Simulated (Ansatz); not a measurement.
Consider CdSe in the wurtzite structure (space group P6_3mc, No. 186; a = 4.3829 Å, c = 7.1547 Å).

Level of theory: Ansatz (an electronic-structure program), PBE, PAW, cutoff 420 eV, no spin-orbit coupling, earlier PAW set.

For the base:

- Lattice parameter a: 4.383 Å
- Band gap: 0.54 eV
- Valence-band top at Γ: 0.00, 0.00, -0.04 eV

The change: cell and atoms relaxed at a pressure of 1.8 GPa.

**Question.** What happens to the lattice parameter a?

**Answer.** The lattice parameter a shrinks by 0.055 Å (4.383 Å → 4.328 Å).

**Question.** How does this affect the band gap?

**Answer.** The band gap rises by 0.08 eV to 0.62 eV.

**Question.** What does the calculation give for the valence-band top at Γ after the change?

**Answer.** The valence-band top at Γ (three highest levels, from the VBM) becomes 0.00, 0.00, -0.05 eV (base: 0.00, 0.00, -0.04 eV).

Load acts through the strain it causes; cell and atoms are relaxed under it. No phonon test of stability was made.
